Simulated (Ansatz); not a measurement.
Effect of biaxial strain −1.24 %, plane normal [110], relaxed out of plane on hypothetical zinc blende LuP

Base system: LuP in the zinc blende structure (space group F-43m, No. 216; a = 6.161 Å; a hypothetical phase, not in the database extracts checked). Axes: x, y, z lie along the cube axes.

It is then changed as follows: compressive biaxial strain of 1.24 % in the plane normal to [110], as in epitaxy on a mismatched substrate; the out-of-plane cell vector and the atoms relax.

Computed with PBE/PAW in Ansatz (a program for electronic structure), no SOC. Γ-centred 9×9×9 mesh, Fermi–Dirac width 0.05 eV.

```csv
quantity,base,changed,shift
shortest interatomic distance,2.668 Å,2.657 Å,-0.011 Å
energy relative to the base (free energy F),0 meV/atom,+1.6 meV/atom,+1.6 meV/atom
"pressure (mean of the normal stresses, compression positive)",0.00 GPa,0.44 GPa,+0.44 GPa
band gap,1.69 eV,1.62 eV,-0.07 eV
gap character,–,"indirect, X → T",–
smallest direct gap,1.69 eV,1.65 eV,-0.045 eV
out-of-plane strain,–,+1.70 %,–
ratio −ε⊥/ε∥,–,1.37,–
mean in-plane stress (compression positive),–,+0.7 GPa,–
```

Cost of the whole job for the changed cell (relaxation, final SCF and bands): around 60 core-seconds (rough).

Stability against distortions was not tested. k-point labels follow each cell's own Brillouin zone.
